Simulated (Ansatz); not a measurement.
**TiC: isotropic strain +4.47 %**

Start from TiC in the rock salt structure (space group Fm-3m, No. 225; a = 4.293 Å; relaxed with 0.1 eV smearing).

Now apply this change: an isotropic linear strain of +4.47 %, atoms relaxed at fixed cell.

Method: PBEsol (Ansatz, an electronic-structure program, PAW, no SOC). k-mesh 23×23×23 (Γ-centred); smearing 0.1 eV (Fermi–Dirac).

The volume per atom grows by 1.39 Å³, from 9.89 Å³ to 11.28 Å³ and the space group remains Fm-3m (No. 225). The shortest interatomic distance grows by 0.096 Å (2.147 Å → 2.243 Å) and the energy grows by 130 meV/atom. The pressure goes from zero to -26.9 GPa and the band gap remains zero.

Stability against distortions was not tested. The base started in Pnma and relaxed to Fm-3m at this level. All final runs are without spin polarisation.
